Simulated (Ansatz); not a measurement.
## tetragonal WSi2 (1 1 0) on 4H silicon carbide (0 0 1) (film strained to the substrate, started from cuts of the bulks and a machine-learned relaxation; slabs Si56C56 and Si24W12, which can lie off the formulas)

A periodic stack without vacuum, tetragonal WSi2 (1 1 0) on 4H silicon carbide (0 0 1) (film strained to the substrate, started from cuts of the bulks and a machine-learned relaxation; slabs Si56C56 and Si24W12, which can lie off the formulas): substrate slab Si56C56, film Si24W12, surface cells [[-3, -1], [-2, -3]] and [[2, 1], [1, 2]], film strained by +3.5 and +4.0 %, outermost planes Si/C and SiW/SiW as cut, which need not be the usual terminations and can put a slab off its formula.

The start was prepared with a machine-learned potential, and the result is one local minimum, with the in-plane cell held and forces under 0.04 eV/Å; the film can end far from its bulk form.

Level of theory: PBE (plane waves to 420 eV, PAW; Ansatz, an electronic-structure program). No spin–orbit coupling; the runs are not spin-polarised. Its k-point mesh 4×4×1, Fermi–Dirac width 0.05 eV.

interface area: 58.0 Å²
period: 29.65 Å
heights between the nearest atoms of the two slabs at the two interfaces: 0.42 and 1.87 Å
C–Si contacts across the interfaces within 1.22 times the sum of covalent radii: 14, mean 1.88 Å
C–W contacts across the interfaces within 1.22 times the sum of covalent radii: 9, mean 2.26 Å
Si–W contacts across the interfaces within 1.22 times the sum of covalent radii: 7, mean 2.65 Å
Si–Si contacts across the interfaces within 1.22 times the sum of covalent radii: 7, mean 2.51 Å
estimate of the barrier: withheld, since the two interfaces are unlike
slope of the mean potential energy in the substrate: +1.4 MV/cm × e

```yaml
crystal:
  lattice:
    - [8.18590, -0.00004, 0.07247]
    - [4.09290, 7.08942, 0.04682]
    - [-2.12116, -0.54634, 29.63019]
  atoms:
    - { symbol: Si, position: [0.90678, 0.72436, 0.11533] }
    - { symbol: Si, position: [0.47847, 0.86749, 0.11647] }
    - { symbol: Si, position: [0.76288, 0.43695, 0.11563] }
    - { symbol: Si, position: [0.33374, 0.57924, 0.11529] }
    - { symbol: Si, position: [0.62114, 0.15414, 0.11591] }
    - { symbol: Si, position: [0.18887, 0.29470, 0.11340] }
    - { symbol: Si, position: [0.04853, 0.00614, 0.11046] }
    - { symbol: Si, position: [0.93839, 0.73507, 0.28559] }
    - { symbol: Si, position: [0.50910, 0.87811, 0.28551] }
    - { symbol: Si, position: [0.79572, 0.44897, 0.28560] }
    - { symbol: Si, position: [0.36618, 0.59241, 0.28565] }
    - { symbol: Si, position: [0.65261, 0.16363, 0.28559] }
    - { symbol: Si, position: [0.22355, 0.30617, 0.28557] }
    - { symbol: Si, position: [0.08101, 0.02070, 0.28569] }
    - { symbol: Si, position: [0.73191, 0.68098, 0.20054] }
    - { symbol: Si, position: [0.30086, 0.82504, 0.19995] }
    - { symbol: Si, position: [0.58837, 0.39626, 0.20082] }
    - { symbol: Si, position: [0.15983, 0.53755, 0.20015] }
    - { symbol: Si, position: [0.44499, 0.11143, 0.20022] }
    - { symbol: Si, position: [0.01743, 0.25077, 0.19963] }
    - { symbol: Si, position: [0.87568, 0.96726, 0.20000] }
    - { symbol: Si, position: [0.88862, 0.54986, 0.03141] }
    - { symbol: Si, position: [0.51780, 0.66037, 0.03238] }
    - { symbol: Si, position: [0.71131, 0.25853, 0.02958] }
    - { symbol: Si, position: [0.38724, 0.35037, 0.03241] }
    - { symbol: Si, position: [0.63279, 0.88922, 0.03284] }
    - { symbol: Si, position: [0.28290, 0.99651, 0.02861] }
    - { symbol: Si, position: [0.11412, 0.67047, 0.02861] }
    - { symbol: C, position: [0.91798, 0.72765, 0.17908] }
    - { symbol: C, position: [0.48906, 0.87086, 0.17974] }
    - { symbol: C, position: [0.77475, 0.44120, 0.17932] }
    - { symbol: C, position: [0.34617, 0.58460, 0.17918] }
    - { symbol: C, position: [0.63355, 0.15685, 0.17958] }
    - { symbol: C, position: [0.20184, 0.29856, 0.17801] }
    - { symbol: C, position: [0.06029, 0.01220, 0.17639] }
    - { symbol: C, position: [0.95042, 0.73967, 0.34957] }
    - { symbol: C, position: [0.52161, 0.88239, 0.34956] }
    - { symbol: C, position: [0.80782, 0.45374, 0.34955] }
    - { symbol: C, position: [0.37866, 0.59677, 0.34963] }
    - { symbol: C, position: [0.66463, 0.16803, 0.34957] }
    - { symbol: C, position: [0.23582, 0.31093, 0.34955] }
    - { symbol: C, position: [0.09319, 0.02527, 0.34960] }
    - { symbol: C, position: [0.74376, 0.68592, 0.26456] }
    - { symbol: C, position: [0.31407, 0.82922, 0.26425] }
    - { symbol: C, position: [0.60050, 0.40075, 0.26476] }
    - { symbol: C, position: [0.17210, 0.54244, 0.26435] }
    - { symbol: C, position: [0.45764, 0.11503, 0.26439] }
    - { symbol: C, position: [0.02953, 0.25628, 0.26407] }
    - { symbol: C, position: [0.88721, 0.97157, 0.26429] }
    - { symbol: C, position: [0.94254, 0.48675, 0.09367] }
    - { symbol: C, position: [0.52174, 0.62586, 0.09542] }
    - { symbol: C, position: [0.80488, 0.20152, 0.09145] }
    - { symbol: C, position: [0.37883, 0.33736, 0.09587] }
    - { symbol: C, position: [0.66403, 0.91792, 0.09586] }
    - { symbol: C, position: [0.23953, 0.05266, 0.09181] }
    - { symbol: C, position: [0.09385, 0.76274, 0.09135] }
    - { symbol: Si, position: [0.97099, 0.74756, 0.45654] }
    - { symbol: Si, position: [0.54205, 0.88964, 0.45623] }
    - { symbol: Si, position: [0.82880, 0.46087, 0.45643] }
    - { symbol: Si, position: [0.39916, 0.60390, 0.45647] }
    - { symbol: Si, position: [0.68550, 0.17601, 0.45638] }
    - { symbol: Si, position: [0.25569, 0.31850, 0.45658] }
    - { symbol: Si, position: [0.11300, 0.03332, 0.45640] }
    - { symbol: Si, position: [0.00141, 0.76054, 0.62759] }
    - { symbol: Si, position: [0.57184, 0.90342, 0.62420] }
    - { symbol: Si, position: [0.86600, 0.47754, 0.62888] }
    - { symbol: Si, position: [0.42958, 0.61946, 0.62570] }
    - { symbol: Si, position: [0.71496, 0.19497, 0.62633] }
    - { symbol: Si, position: [0.29529, 0.32065, 0.62737] }
    - { symbol: Si, position: [0.14798, 0.03656, 0.63137] }
    - { symbol: Si, position: [0.79721, 0.70514, 0.54137] }
    - { symbol: Si, position: [0.36545, 0.84951, 0.54137] }
    - { symbol: Si, position: [0.65477, 0.42200, 0.54180] }
    - { symbol: Si, position: [0.22455, 0.56158, 0.54223] }
    - { symbol: Si, position: [0.51196, 0.13408, 0.54091] }
    - { symbol: Si, position: [0.08274, 0.27458, 0.54308] }
    - { symbol: Si, position: [0.93956, 0.99207, 0.54249] }
    - { symbol: Si, position: [0.00211, 0.50314, 0.37105] }
    - { symbol: Si, position: [0.57360, 0.64553, 0.37100] }
    - { symbol: Si, position: [0.85923, 0.21730, 0.37096] }
    - { symbol: Si, position: [0.43044, 0.35998, 0.37105] }
    - { symbol: Si, position: [0.71638, 0.93153, 0.37103] }
    - { symbol: Si, position: [0.28758, 0.07446, 0.37104] }
    - { symbol: Si, position: [0.14488, 0.78882, 0.37109] }
    - { symbol: C, position: [0.98332, 0.75236, 0.52056] }
    - { symbol: C, position: [0.55403, 0.89401, 0.52003] }
    - { symbol: C, position: [0.84217, 0.46502, 0.52044] }
    - { symbol: C, position: [0.41090, 0.60852, 0.52049] }
    - { symbol: C, position: [0.69817, 0.18143, 0.52035] }
    - { symbol: C, position: [0.26773, 0.32236, 0.52069] }
    - { symbol: C, position: [0.12453, 0.03790, 0.52034] }
    - { symbol: C, position: [0.00439, 0.76983, 0.69094] }
    - { symbol: C, position: [0.58699, 0.89412, 0.68558] }
    - { symbol: C, position: [0.90533, 0.48974, 0.69281] }
    - { symbol: C, position: [0.43523, 0.62625, 0.68856] }
    - { symbol: C, position: [0.71147, 0.24355, 0.68845] }
    - { symbol: C, position: [0.34416, 0.28978, 0.68886] }
    - { symbol: C, position: [0.16866, 0.00016, 0.69635] }
    - { symbol: C, position: [0.80935, 0.71057, 0.60507] }
    - { symbol: C, position: [0.37613, 0.85504, 0.60510] }
    - { symbol: C, position: [0.66822, 0.43010, 0.60612] }
    - { symbol: C, position: [0.23665, 0.56418, 0.60674] }
    - { symbol: C, position: [0.52670, 0.13767, 0.60428] }
    - { symbol: C, position: [0.09635, 0.27570, 0.60850] }
    - { symbol: C, position: [0.95054, 0.99765, 0.60714] }
    - { symbol: C, position: [0.01434, 0.50796, 0.43522] }
    - { symbol: C, position: [0.58605, 0.64970, 0.43524] }
    - { symbol: C, position: [0.87148, 0.22200, 0.43502] }
    - { symbol: C, position: [0.44260, 0.36436, 0.43531] }
    - { symbol: C, position: [0.72866, 0.93621, 0.43525] }
    - { symbol: C, position: [0.29973, 0.07896, 0.43520] }
    - { symbol: C, position: [0.15725, 0.79342, 0.43525] }
    - { symbol: Si, position: [0.81525, 0.74670, 0.71377] }
    - { symbol: Si, position: [0.15252, 0.16752, 0.73929] }
    - { symbol: Si, position: [0.46823, 0.41084, 0.71036] }
    - { symbol: Si, position: [0.52158, 0.09308, 0.72658] }
    - { symbol: Si, position: [0.77594, 0.40999, 0.72428] }
    - { symbol: Si, position: [0.20177, 0.76505, 0.72595] }
    - { symbol: Si, position: [0.02969, 0.44462, 0.80892] }
    - { symbol: Si, position: [0.37351, 0.76789, 0.80781] }
    - { symbol: Si, position: [0.70890, 0.10471, 0.80600] }
    - { symbol: Si, position: [0.71036, 0.76632, 0.80200] }
    - { symbol: Si, position: [0.04083, 0.10171, 0.81043] }
    - { symbol: Si, position: [0.37849, 0.43253, 0.80288] }
    - { symbol: Si, position: [0.22080, 0.10899, 0.88712] }
    - { symbol: Si, position: [0.55558, 0.44056, 0.88260] }
    - { symbol: Si, position: [0.88347, 0.77549, 0.87943] }
    - { symbol: Si, position: [0.88265, 0.44436, 0.88406] }
    - { symbol: Si, position: [0.21990, 0.77582, 0.88007] }
    - { symbol: Si, position: [0.55187, 0.10901, 0.88360] }
    - { symbol: Si, position: [0.38542, 0.78515, 0.95444] }
    - { symbol: Si, position: [0.74470, 0.09087, 0.96078] }
    - { symbol: Si, position: [0.07303, 0.44762, 0.95865] }
    - { symbol: Si, position: [0.05734, 0.11406, 0.96557] }
    - { symbol: Si, position: [0.39366, 0.45964, 0.95479] }
    - { symbol: Si, position: [0.74897, 0.77429, 0.95544] }
    - { symbol: W, position: [0.49524, 0.78604, 0.73377] }
    - { symbol: W, position: [0.89224, 0.06057, 0.73511] }
    - { symbol: W, position: [0.14061, 0.47561, 0.73514] }
    - { symbol: W, position: [0.70429, 0.44100, 0.80857] }
    - { symbol: W, position: [0.04749, 0.76939, 0.80755] }
    - { symbol: W, position: [0.38145, 0.09584, 0.80629] }
    - { symbol: W, position: [0.88102, 0.11817, 0.88498] }
    - { symbol: W, position: [0.22421, 0.43051, 0.88147] }
    - { symbol: W, position: [0.55277, 0.77752, 0.88363] }
    - { symbol: W, position: [0.06486, 0.77923, 0.94983] }
    - { symbol: W, position: [0.40091, 0.11686, 0.96377] }
    - { symbol: W, position: [0.73406, 0.45608, 0.96362] }
```
